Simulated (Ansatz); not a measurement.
We consider corundum Ga2O3 (metastable phase), described by PBE-D4 (plane waves, PAW; Ansatz, a first-principles code).

Numerical settings: plane-wave cutoff 520 eV, 8×8×8 k mesh, Fermi–Dirac smearing 0.01 eV, scalar-relativistic PAW data made under PBE.

The volume scan:

```tsv
V (Å³/atom)	E − E_lowest (meV/atom)	P (GPa)
9.424	11.13	9.42
9.620	2.68	4.46
9.816	0.00	0.00
10.013	2.49	-3.99
10.209	9.61	-7.57
```

Problem. Fit the third-order Birch–Murnaghan equation and give B0 and B′.

Solution. V0 = 9.816 Å³/atom, B0 = 211 GPa, B′ = 4.5 (fit to the energies at full precision).

Shape and atoms are relaxed at each volume.

Measured, for comparison: bulk modulus 220 ± 9 GPa (room temperature, no zero-point or thermal correction, equation of state from high-pressure X-ray diffraction, our sources range from 220 to 252; as tabulated in Phys. Rev. B 77, 094123 (2008), gallium oxide under pressure (UNLV record)). Computed (rounded) less measured: bulk modulus not scored (sources differ).

Note: the bulk modulus comes from volumes at which shape and atoms were relaxed.

Computed values are for the static lattice.

Computing time: roughly 12 core-minutes.
